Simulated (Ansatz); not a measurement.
**NaCl, element substitutions**

Start from NaCl in the rock salt structure (space group Fm-3m, No. 225).

```
NaCl
1.0
    0.00000     2.80101     2.80101
    2.80101     0.00000     2.80101
    2.80101     2.80101     0.00000
Na Cl
1 1
Direct
  0.00000   0.00000   0.00000
  0.50000   0.50000   0.50000
```

Each row replaces one element on all its sites; cell and atoms are relaxed.

The values are results of PBEsol, PAW, 420 eV (Ansatz, a program for electronic structure; no spin-orbit coupling), not measurements.

Base values:

| Quantity | Value |
|---|---|
| Lattice parameter a | 5.602 Å |

Problem. The aim is a lattice parameter a between 4.856 Å and 5.270 Å. Which of these changes reaches it?
A. Na → Li
B. Cl → I
C. Na → Al

Solution. A, Na → Li. It gives 5.064 Å; Na → Al gives 5.926 Å; Cl → I gives 6.402 Å. Changes not listed may reach it too

No phonon test of stability was made. As relaxed here, AlCl is a hypothetical phase, not in the database extracts checked. All final runs are without spin polarisation.
